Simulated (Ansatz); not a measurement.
Given:

End structure of C on the 1x1 (110) surface of bcc W, one in a 1x1 cell, started at the site 'hollow W-W-W':

```xyz
5
Lattice="2.7577 0.0000 0.0000 -0.9192 2.6000 0.0000 0.0000 0.0000 26.0000" Properties=species:S:1:pos:R:3 pbc="T T T"
W      0.9192     1.3000     9.6951
W      0.0000     0.0000    11.8698
W      0.9288     1.2932    14.1103
W      0.0319    -0.0226    16.4657
C      0.4672     1.6196    17.4999
```

Model: 5-atom slab, 6.6 Å thick at the start under the adsorbate (thin: gaps and levels are the slab's own), 12x12x1 mesh, Fermi-Dirac 0.1 eV, dipole correction, 2 atoms held, the rest relaxed; held to the start's symmetry, so lower structures may exist; no spin, no spin-orbit, no U, no dispersion correction. At the end it is bonded to 3 W. In PBE it is, or lies within 0.03 eV of, the lowest of the starts that converged.

A negative adsorption energy means that the adsorbate is more stable on the surface than in its reference.

Q: Give the work function of the top face at the level PBE run with Ansatz (a quantum-chemistry and plane-wave program).

A: 5.82 eV

Q: Estimate the change of the step from the bottom to the top vacuum level, against the clean slab that PBE returns for this input.

A: 1.03 eV

Q: Predict the adsorption energy against an atom of graphite from PBE.

A: 1.25 eV

Q: What is the computed change of the work function (PBE)?

A: 1.00 eV
